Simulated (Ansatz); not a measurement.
We consider SiC (model structure, started from the NiAs type, P6₃/mmc, No. 194, 4 atoms in the cell), described by PBEsol (plane waves, PAW; Ansatz, a quantum-chemistry and plane-wave program).

The input as run:

Ansatz 0.2 input:
```yaml
crystal:
  lattice:
    - [2.8517905141, 0.0, 0.0]
    - [-1.425895257, 2.4697230315, 0.0]
    - [0.0, 0.0, 4.7377510231]
  atoms:
    - { symbol: Si, position: [0.0, 0.0, 0.0] }
    - { symbol: Si, position: [0.0, 0.0, 0.5] }
    - { symbol: C, position: [0.3333333333, 0.6666666667, 0.25] }
    - { symbol: C, position: [0.6666666667, 0.3333333333, 0.75] }
basis:
  ecutwfc: 520
  ecutrho_ratio: 4
  xc_grid: 2
kpoints:
  mp_grid: { grid: [24, 24, 12] }
hamiltonian:
  xc: pbesol
  dispersion: none
  pseudopotentials: { kind: paw }
scf:
  occupations: { method: fermi_dirac, width: 0.05 }
  convergence: { dr2_threshold: 0.0000000004 }
output:
  forces: true
  stress: true
  eigenvalues: true
```

Output (set-up and result lines):

```
Crystal: 4 atoms, lattice volume = 33.369 Å³
Basis set: ecut = 520 eV, 893 PW (Γ), exchange–correlation on 48×48×72 points (8 copies of the dense FFT grid, shifted against one another)
Bands: 12, of which v1, the nominal top of the filled ones, is band 8 counted from 1 (7 counted from 0)
Symmetry: 24 space group operations
Space group: P63/mmc (ITA 194), of the structure as read, at distance tolerance 3.2e-5 Å
k-points: 427 of 6912
Functional: x = pbesol(κ = 0.804, μ = 0.12345679012345678), c = pbesol(β = 0.046)
SCF iter   1: F=—  HF=-1734.594311 eV  |F-HF|=—  |Δ(HF+E_count)|=         —  Δρ=6.91e-3  dr2=1.41e-2
SCF iter   2: F=—  HF=-1734.591379 eV  |F-HF|=—  |Δ(HF+E_count)|=   2.93e-3  Δρ=3.36e-3  dr2=3.38e-3
  ...
SCF iter   6: F=—  HF=-1734.590574 eV  |F-HF|=—  |Δ(HF+E_count)|=   2.10e-7  Δρ=2.31e-6  dr2=1.20e-9
SCF iter   7: F=-1734.590574 eV  HF=-1734.590574 eV  |F-HF|=2.27e-13  |Δ(HF+E_count)|=  2.89e-10  Δρ=4.74e-7  dr2=4.59e-11
SCF 1 converged in 7 iterations: F = -1734.590574 eV  dr2 = 4.59e-11
SCF converged after 7 iterations
Free energy (F): -1734.590574 eV
Internal energy: -1734.586317 eV  (E = F + TS)
E sigma→0 (E₀):  -1734.588445 eV
Fermi energy:    13.647677 eV
--- Stress (GPa, compression-positive) ---
       -0.036749      -0.000000       0.000000
        0.000000      -0.036749       0.000000
        0.000000       0.000000      -0.243413
  P = ⅓ Tr σ = -0.1056 GPa (-1.056 kbar)
```

The PAW data were made under PBE.

Note: the relaxation could raise the start's symmetry but not lower it, so the cell can be a saddle point.

The result took very roughly 10 core-seconds.

A model structure was made by putting elements into a prototype or built by hand; it is no filed structure, need not be a known phase, and can be a saddle point held by its symmetry.
